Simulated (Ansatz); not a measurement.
Worked example: self-consistent single point of GaBi (F-43m, 2 atoms in the cell) in Ansatz (a quantum-chemistry and plane-wave program).

Method of the run: LDA (PW92), PAW files made with PBE (plane waves; Ansatz).

The change in words: lattice scaled by 0.98. Reference geometry:
```
CELL_PARAMETERS angstrom
      0.00000     3.18267     3.18267
      3.18267     0.00000     3.18267
      3.18267     3.18267     0.00000
ATOMIC_POSITIONS crystal
  Ga 0.25000 0.25000 0.25000
  Bi 0.00000 0.00000 0.00000
```

Reference input (self-consistent single point, DFT, LDA (PW92), plane waves, PAW files made with PBE): kpoints.mp_grid.grid = 12 12 12; hamiltonian.xc = lda; hamiltonian.pseudopotentials = {kind: paw} (the program's default PAW files); scf.occupations.method = gaussian; scf.occupations.width = 0.2 eV. This run's input differs from it in these lines:

```diff
@@ -2,7 +2,7 @@
   lattice:
-    - [0.000000, 3.182665, 3.182665]
-    - [3.182665, 0.000000, 3.182665]
-    - [3.182665, 3.182665, 0.000000]
+    - [0.000000, 3.119012, 3.119012]
+    - [3.119012, 0.000000, 3.119012]
+    - [3.119012, 3.119012, 0.000000]
   atoms:
-    - { symbol: Ga, position_ang: [1.591333, 1.591333, 1.591333] }
+    - { symbol: Ga, position_ang: [1.559506, 1.559506, 1.559506] }
     - { symbol: Bi, position_ang: [0.000000, 0.000000, 0.000000] }
```

Output, abridged:

```
SCF iter   1: F=—  HF=-15794.845120 eV  |F-HF|=—  |Δ(HF+E_count)|=         —  Δρ=2.64e-2  dr2=4.04e-1  ethr=3.10e-3  ⟨swp⟩=5.5  Hψ=6691  notcnv=0
all-band conjugate gradients solve this SCF's bands
preconditioner: auto → Kerker (q_TF=auto, 2.398 Å⁻¹)
SCF iter   2: F=—  HF=-15794.777567 eV  |F-HF|=—  |Δ(HF+E_count)|=   6.76e-2  Δρ=1.64e-2  dr2=1.78e-1  ethr=1.44e-3  ⟨swp⟩=1.0  Hψ=1872  notcnv=0
   [... lines left out ...]
SCF iter   5: F=—  HF=-15794.723033 eV  |F-HF|=—  |Δ(HF+E_count)|=   5.82e-5  Δρ=7.01e-4  dr2=1.61e-4  ethr=7.69e-6  ⟨swp⟩=2.0  Hψ=1956  notcnv=0
SCF iter   6: F=—  HF=-15794.722947 eV  |F-HF|=—  |Δ(HF+E_count)|=   8.62e-5  Δρ=1.67e-4  dr2=1.35e-5  ethr=5.73e-7  ⟨swp⟩=2.0  Hψ=1956  notcnv=0
SCF iter   7: F=—  HF=-15794.722954 eV  |F-HF|=—  |Δ(HF+E_count)|=   6.97e-6  Δρ=6.22e-5  dr2=2.18e-6  ethr=4.81e-8  ⟨swp⟩=2.0  Hψ=1946  notcnv=0
SCF iter   8: F=-15794.722956 eV  HF=-15794.722956 eV  |F-HF|=1.13e-7  |Δ(HF+E_count)|=   1.71e-6  Δρ=1.17e-5  dr2=8.62e-8  ethr=3.57e-10  ⟨swp⟩=4.4  Hψ=5941  notcnv=0
SCF 1 converged in 8 iterations: F = -15794.722956 eV  dr2 = 8.62e-8
Free energy (F): -15794.722956 eV
Internal energy: -15794.719259 eV  (E = F + TS)
E sigma→0 (E₀):  -15794.721107 eV
Entropy (-TS):   -0.003697 eV (-1.849 meV/atom)
Fermi energy:    7.944962 eV
--- Forces (eV/Å), atoms counted from 1 ---
  atom   1  Ga     0.00000000    -0.00000000    -0.00000000
  atom   2  Bi     0.00000000     0.00000000     0.00000000
--- Stress (GPa, compression-positive) ---
        0.591249       0.000000       0.000000
        0.000000       0.591249       0.000000
       -0.000000       0.000000       0.591249
  P = ⅓ Tr σ = 0.5912 GPa (5.912 kbar)
  The stress holds the Pulay correction. Without it, at fixed plane waves, as pw.x and ABINIT print it: P = 0.5771 GPa
```

The run converged in 8 iterations. Against the reference run the free energy falls by 8.9 meV/atom and the pressure goes from -1.95 to 0.59 GPa.

The starting cell comes from a database of computed structures (which also holds hypothetical and non-ambient phases and stackings), without a prior relaxation at this level. For this run, on top of that: lattice scaled by 0.98. Ansatz's pressure includes its estimate of the finite-basis (Pulay) stress.

Keys are those of Ansatz 0.2.
